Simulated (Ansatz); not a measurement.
## PtGe: point defects

Consider a 16-atom supercell of PtGe (space group Pnma, No. 62; a = 5.8187 Å, b = 3.7571 Å, c = 6.1752 Å) at its relaxed geometry.

One neutral defect a cell, atoms relaxed at fixed cell.

Level of theory: PBE in Ansatz (plane waves to 420 eV, PAW, no spin-orbit coupling).

| case | largest displacement of a host atom from its site in the perfect cell | pressure |
|---|---|---|
| perfect supercell | – | 0.1 GPa |
| Pt vacancy, symmetric start | 0.17 Å | -3.5 GPa |
| Ge vacancy | 0.08 Å | -4.4 GPa |
| Pt on a Ge site (antisite), symmetric start | 0.25 Å | 0.1 GPa |
| As on a Pt site | 0.22 Å | 4.6 GPa |

The cell is small, so the values are those of an ordered compound at a high defect concentration; dilute-limit values will differ. Defects with a symmetric start kept the site's symmetry and may sit on a saddle; the others started slightly shaken. The final runs are not spin-polarised.

Ansatz is a program for electronic structure.
